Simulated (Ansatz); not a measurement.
## Response to strain in MgS

Consider MgS in the rock salt structure (space group Fm-3m, No. 225).

```
MgS
1.0
    0.00000     2.60152     2.60152
    2.60152     0.00000     2.60152
    2.60152     2.60152     0.00000
Mg S
1 1
Cartesian
  0.00000   0.00000   0.00000
  2.60152   2.60152   2.60152
```

Cartesian axes are those of the cell as printed.

Strains are applied to the cell and any free atomic positions relax; under biaxial strain the out-of-plane vector relaxes too.

Calculations: DFT with r2SCAN, PAW potentials and a 500 eV plane-wave cutoff in Ansatz (a quantum-chemistry and plane-wave program), without spin-orbit coupling.

Notes on the quantities. energy relative to the base: free energy F.

```tsv
biaxial strain, plane normal [111], relaxed out of plane (%)	energy relative to the base (meV/atom)
0	0.0
0.42	0.3
0.83	1.3
1.25	3.0
1.67	5.3
2.08	?
2.5	11.7
```

Question: Fit ΔE = Aε² + Bε³ (ε in %) to the rows shown and predict the withheld row.

Answer: Least squares on the printed values gives A = 1.95 and B = -0.031 meV/atom (largest residual 0.0 meV/atom); this predicts 8.2 meV/atom, and the run gives 8.2 meV/atom, in agreement.

No phonon test of stability was made.
